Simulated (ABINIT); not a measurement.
**Input and output of a self-consistent single point for CuAgO₂ (C2/m, 4 atoms in the cell) (ABINIT)**

Computed with LDA (PW92), PAW (JTH v2.0 LDA PAW) (plane waves; ABINIT 10.0.3).

Input as run:

```
# CuAgO2, JTH v2.0 LDA PAW
pp_dirpath "./"
pseudos "Cu.LDA_PW-JTH.xml, Ag.LDA_PW-JTH.xml, O.LDA_PW-JTH.xml"
acell 6.6106720466 6.6106720466 11.1356841344
rprim
         0.9184041481   -0.3956435526   -0.0000000000
         0.9184041481    0.3956435526    0.0000000000
        -0.3938809372    0.0000000000    0.9191614696
natom 4
ntypat 3
znucl 29 47 8
typat 1 2 3 3
xred
         0.5000000000    0.5000000000    0.5000000000
         0.0000000000    0.0000000000    0.0000000000
         0.8754500000    0.8754500000    0.2837700000
         0.1245500000    0.1245500000    0.7162300000
ecut 30
pawecutdg 60
pawxcdev 0
occopt 3
tsmear 0.1 eV
nband 28
kptopt 1
ngkpt 10 10 5
nshiftk 1
shiftk 0 0 0
nstep 60
toldfe 1.0e-09
prtwf 0
prtden 0
enunit 1
```

Log, with long lists cut:

```
 Symmetries : space group C2/m (# 12); Bravais mC (1-face-center monocl.)

 -outvars: echo values of preprocessed input variables --------
            acell      6.6106720466E+00  6.6106720466E+00  1.1135684134E+01 Bohr
             ecut      3.00000000E+01 Hartree
           enunit           1
              ixc       -1012
         kptrlatt       10    0    0      0   10    0      0    0    5
          kptrlen      5.23093955E+01
            natom           4
            nband          28
            ngfft          36      36      60
          ngfftdg          48      48      80
             nkpt         141
            nstep          60
             nsym           4
           ntypat           3
           occopt           3
        pawecutdg      6.00000000E+01 Hartree
         pawxcdev           0
            rprim      9.1840414810E-01 -3.9564355260E-01 -0.0000000000E+00
                       9.1840414810E-01  3.9564355260E-01  0.0000000000E+00
                      -3.9388093720E-01  0.0000000000E+00  9.1916146960E-01
          spgroup          12
           toldfe      1.00000000E-09 Hartree
           tsmear      3.67493254E-03 Hartree
            typat      1  2  3  3
           useylm           1
             xred      5.0000000000E-01  5.0000000000E-01  5.0000000000E-01
                       0.0000000000E+00  0.0000000000E+00  0.0000000000E+00
                       8.7545000000E-01  8.7545000000E-01  2.8377000000E-01
                       1.2455000000E-01  1.2455000000E-01  7.1623000000E-01
            znucl       29.00000   47.00000    8.00000

== DATASET  1 ==================================================================

 Real(R)+Recip(G) space primitive vectors, cartesian coordinates (Bohr,Bohr^-1):
 R(1)=  6.0712686 -2.6154698  0.0000000  G(1)=  0.0823551 -0.1911702  0.0352910
 R(2)=  6.0712686  2.6154698  0.0000000  G(2)=  0.0823551  0.1911702  0.0352910
 R(3)= -4.3861337  0.0000000 10.2354918  G(3)=  0.0000000  0.0000000  0.0976993
 Unit cell volume ucvol=  3.2506324E+02 bohr^3
 Angles (23,13,12)=  1.11207210E+02  1.11207210E+02  4.66122337E+01 degrees

 Coarse grid specifications (used for wave-functions):

 getcut: wavevector=  0.0000  0.0000  0.0000  ngfft=  36  36  60
         ecut(hartree)=     30.000   => boxcut(ratio)=   2.18623

 Fine grid specifications (used for densities):

 getcut: wavevector=  0.0000  0.0000  0.0000  ngfft=  48  48  80
         ecut(hartree)=     60.000   => boxcut(ratio)=   2.06074

   3.57883054E+03                                ecore*ucvol(ha*bohr**3)

_setup2: Arith. and geom. avg. npw (full set) are    2551.458    2551.442

--- !BeginCycle
solver: {iscf: 17, nstep: 60, nline: 4, wfoptalg: 10, }
tolerances: {toldfe: 1.00E-09, }
...

     iter   Etot(hartree)      deltaE(h)  residm     nres2
 ETOT  1  -266.64053750513    -2.666E+02 5.135E+01 1.292E+02
 ETOT  2  -268.93761412497    -2.297E+00 8.024E-02 2.172E+02
 ETOT  3  -268.63842190148     2.992E-01 1.935E-01 1.993E+01
 ETOT  4  -268.63786483994     5.571E-04 1.830E-01 2.561E+00
 ETOT  5  -268.63857303248    -7.082E-04 3.173E-02 5.403E-01
 ETOT  6  -268.63836296370     2.101E-04 8.211E-03 3.737E-01
   [... 4 lines left out ...]
 ETOT 11  -268.63808769853     1.542E-07 3.648E-04 1.640E-04
 ETOT 12  -268.63808784206    -1.435E-07 1.812E-04 3.271E-05
 ETOT 13  -268.63808780521     3.685E-08 1.345E-04 3.186E-06
 ETOT 14  -268.63808780493     2.732E-10 1.166E-04 3.434E-07
 ETOT 15  -268.63808780458     3.512E-10 9.891E-05 3.750E-08

 At SCF step   15, etot is converged :
  for the second time, diff in etot=  3.512E-10 < toldfe=  1.000E-09

 Cartesian components of stress tensor (hartree/bohr^3)
  sigma(1 1)=  1.72081075E-04  sigma(3 2)=  0.00000000E+00
  sigma(2 2)=  9.32505272E-05  sigma(3 1)= -5.15205914E-05
  sigma(3 3)=  1.42140186E-04  sigma(2 1)=  0.00000000E+00

 ----iterations are completed or convergence reached----

 reduced coordinates (array xred) for    4 atoms
       0.500000000000      0.500000000000      0.500000000000
       0.000000000000      0.000000000000      0.000000000000
       0.875450000000      0.875450000000      0.283770000000
       0.124550000000      0.124550000000      0.716230000000
 cartesian forces (eV/Angstrom) at end:
    1     -0.00000000000000    -0.00000000000000    -0.00000000000000
    2     -0.00000000000000    -0.00000000000000    -0.00000000000000
    3      0.09065347268497    -0.00000000000000    -0.35427213002409
    4     -0.09065347268497    -0.00000000000000     0.35427213002409
 frms,max,avg= 1.4929099E-01 3.5427213E-01   0.000E+00  0.000E+00  0.000E+00 e/A
 length scales=  6.610672046600  6.610672046600 11.135684134400 bohr
              =  3.498216980524  3.498216980524  5.892750245982 angstroms
 Fermi (or HOMO) energy (eV) =   3.34628   Average Vxc (eV)= -11.72966
 Eigenvalues (   eV  ) for nkpt= 141  k points:
 kpt#   1, nband= 28, wtk=  0.00200, kpt=  0.0000  0.0000  0.0000 (reduced coord)
-109.20506  -67.31492  -67.24415  -66.43828  -15.87623  -14.45426   -4.37938   -2.84075
  -2.11107   -1.14219   -0.52885    0.01040    0.03028    0.40418    0.53912    0.61294
   0.71376    0.90351    1.02818    1.46636    3.10111    4.61996    4.89629    8.86194
  10.88926   15.61953   16.61046   18.06942
 prteigrs : prtvol=0 or 1, do not print more k-points.

--- !EnergyTerms
comment             : Components of total free energy in Hartree
kinetic             :  3.59411660274115E+01
hartree             :  7.91391030631980E+01
xc                  : -2.05623846393384E+01
Ewald energy        : -1.52719673794799E+02
psp_core            :  1.10096438409717E+01
local_psp           : -1.97236816884081E+02
spherical_terms     : -2.42073723882490E+01
internal            : -2.68636334774887E+02
'-kT*entropy'       : -1.75595340455667E-03
total_energy        : -2.68638090728291E+02
total_energy_eV     : -7.31001420622504E+03
...

-Cartesian components of stress tensor (GPa)         [Pressure= -3.9961E+00 GPa]
- sigma(1 1)=  5.06279916E+00  sigma(3 2)=  0.00000000E+00
- sigma(2 2)=  2.74352477E+00  sigma(3 1)= -1.51578788E+00
- sigma(3 3)=  4.18190794E+00  sigma(2 1)=  0.00000000E+00

 Calculation completed.
```

The run converged in 15 iterations.

The starting cell comes from a database of computed structures (which also holds hypothetical and non-ambient phases and stackings), without a prior relaxation at this level. Its lattice was rescaled by a random factor within 2.5 % of one. Spin polarisation is off, so a magnetic state, if there is one, cannot be reached. With a pressure of about -4 GPa the cell is away from its equilibrium volume at this level. The run gives no clean gap (levels at the Fermi energy touch, overlap or are partly filled at this smearing), which alone does not show that the compound is a metal.

Cost on one core of a shared machine: roughly 10 min.
